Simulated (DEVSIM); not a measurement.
Device: Ru/SiON/n-Si capacitor, at 300 K.

| layer (left to right) | material | thickness (nm) | Nd (cm⁻³) |
|---|---|---|---|
| 1 | SiON | 2.20 | - |
| 2 | Si | 2400 | 2.8e16 |

Metal gate on the left, work function 4.7 eV. Fixed charge at the semiconductor interface 0 cm⁻² (in units of +e); no interface traps.

This is a model device: material constants are rounded textbook-type values typed into the input, and sizes, dopings and lifetimes were drawn at random. Values at 300 K.

```csv
parameter,SiON,Si
gap (eV),7,1.124
affinity (eV),1.4,4.05
permittivity,5.5,11.7
Nc (cm⁻³),-,2.86e19
Nv (cm⁻³),-,3.1e19
```

Simulated with DEVSIM: 1D Poisson equation in equilibrium, Boltzmann statistics, complete ionisation; no quantum confinement or tunnelling. Metal contacts follow the ideal Schottky-Mott rule: no Fermi-level pinning, no interface dipoles.

Problem. Give the band bending (positive: bands bend down) and minority sheet density.

Solution. 
```csv
Vg (V),ψs (V),minority carriers (cm⁻²)
-0.7,-0.942,2.6e12
-0.4,-0.826,9.0e10
-0.1,-0.540,< 1e8
0.2,-0.250,< 1e8
0.5,0.024,< 1e8
0.8,0.164,< 1e8
```
